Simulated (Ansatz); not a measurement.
## What ↑↓ start, q = (0, 0, 1/2), 6 atoms does to CeO2

The reference is CeO₂ in the fluorite structure (space group Fm-3m, No. 225; a = 5.4379 Å).

Perturbation: the moments start antiparallel in the pattern ↑↓ in a 6-atom cell (cell doubled with q = (0, 0, 1/2) in the reciprocal basis of the base), and the cell is relaxed again.

Computed with r2SCAN (Ansatz, a quantum-chemistry and plane-wave program; PAW; 500 eV plane waves; without spin-orbit coupling), earlier PAW set. k-mesh 11×11×11 (Γ-centred); smearing 0.05 eV (Fermi–Dirac).

```tsv
quantity	base	changed	shift
volume per atom	13.40 Å³	13.40 Å³	0.00 Å³
lattice parameter a	5.438 Å	5.438 Å	0.000 Å
shortest interatomic distance	2.355 Å	2.355 Å	0.000 Å
energy relative to the base (σ→0)	0 meV/atom	0 meV/atom	0 meV/atom
band gap	2.16 eV	2.16 eV	0.00 eV
gap character (in this cell's own zone, which can be folded)	indirect, a point along ⟨110⟩, about 0.9 Å⁻¹ from Γ → L	indirect, a point along ⟨110⟩, about 0.9 Å⁻¹ from Γ → L	–
width of the top valence band	0.80 eV	0.80 eV	0.00 eV
```

Cost of the whole job for the changed cell (relaxation, final SCF and bands): around 3 core-minutes (rough).

Stability against distortions was not tested. Starting moments died away, wholly or in part, for ↑↓ start, q = (0, 0, 1/2), 6 atoms and the base; another magnetic solution may exist. All final runs are without spin polarisation.
